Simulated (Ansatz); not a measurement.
# Effect of uniaxial strain ε_zz = +3.00 % on BAs

Take BAs in the zinc blende structure (space group F-43m, No. 216; a = 4.732 Å) as the base. Axes: x, y, z lie along the cube axes.

It is then changed as follows: the cell is stretched by 3.00 % along z with no lateral relaxation; the atoms relax in the strained cell.

Calculations: Ansatz (an electronic-structure program) LDA, scalar-relativistic without spin-orbit coupling. Settings: 12×12×12 k-points, 0.05 eV Fermi–Dirac smearing.

The volume per atom grows by 0.397 Å³ (13.25 Å³ → 13.64 Å³) and the shortest interatomic distance rises by 0.021 Å, from 2.049 Å to 2.070 Å. The energy goes up by 11 meV/atom and the pressure (mean of the normal stresses, compression positive) goes from zero to -4.10 GPa. The band gap decreases by 0.20 eV (1.11 eV → 0.91 eV) and the gap character is indirect, Γ → Γ–X (82 % along). The smallest direct gap falls by 0.19 eV to 3.10 eV and the electron mass changes from 1.3 mₑ along k, 0.22 mₑ across (off the special points) to 1.2 mₑ along k, 0.22 mₑ across (off the special points). The valence-band top at Γ (three highest levels, from the VBM) changes from 0.00, 0.00, 0.00 eV to 0.00, 0.00, -0.30 eV and the valley order (the lowest conduction-band minima on the path, energy above the VBM, named in the base's zone) changes from a point along ⟨100⟩, about 1.1 Å⁻¹ from Γ 1.11 eV to a point along [010], about 1.1 Å⁻¹ from Γ 0.91 eV; a point along [001], about 1.1 Å⁻¹ from Γ 1.29 eV. The stress (xx, yy, zz, yz, xz, xy; compression positive) is (-1.95, -1.95, -8.38, 0.00, 0.00, 0.00) GPa.

Final structure:

```
CELL_PARAMETERS angstrom
      0.00000     2.36609     2.43708
      2.36609     0.00000     2.43708
      2.36609     2.36609     0.00000
ATOMIC_POSITIONS crystal
  B  0.00000 0.00000 0.00000
  As 0.25000 0.25000 0.25000
```

Cost of the whole job for the changed cell (relaxation, final SCF and bands): very roughly 13 core-seconds.

Effective masses come from finite differences of ±0.01 Å⁻¹. Along k means along the line from Γ to the band edge. Whether these cells are dynamically stable was not tested. k-point labels follow each cell's own Brillouin zone.
